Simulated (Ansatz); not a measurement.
An Ansatz (a quantum-chemistry and plane-wave program) input (Ansatz r2SCAN, no spin-orbit coupling):

Ansatz 0.2 input:
```yaml
crystal:
  lattice:
    - [0, 2.6593206176, 2.6593206176]
    - [2.6593206176, 0, 2.6593206176]
    - [2.6593206176, 2.6593206176, 0]
  atoms:
    - { symbol: S, position: [0, 0, 0] }
    - { symbol: Mg, position: [0.5, 0.5, 0.5] }
basis: { ecutwfc: 500, ecutrho_ratio: 4, xc_grid: 4, fft_grid_basis: typed }
kpoints: { mp_grid: { grid: [11, 11, 11] } }
hamiltonian:
  xc: r2scan
  dispersion: none
  pseudopotentials: { kind: paw }
scf: { occupations: { method: fermi_dirac, width: 0.05 }, convergence: { dr2_threshold: 0.0000000002 } }
relax: { f_tol: 0.005, max_steps: 50 }
output: { forces: true, stress: true }
checkpoint: { write: state.ck, write_every: 1000 }
```

Q: Which symmetry and how many k-points will the program report, and about how many plane waves at Γ?

A: Space group Fm-3m (ITA 225) with 48 operations, k-points 56 of 1331, and 941 plane waves at Γ.

Q: And the final pressure?

A: -4.60 GPa (compression positive).

The cells carry an imposed strain or load. Stability against distortions was not tested. The cell was made from MgS in the rock salt structure (space group Fm-3m, No. 225) by this change: isotropic strain +2.22 %.
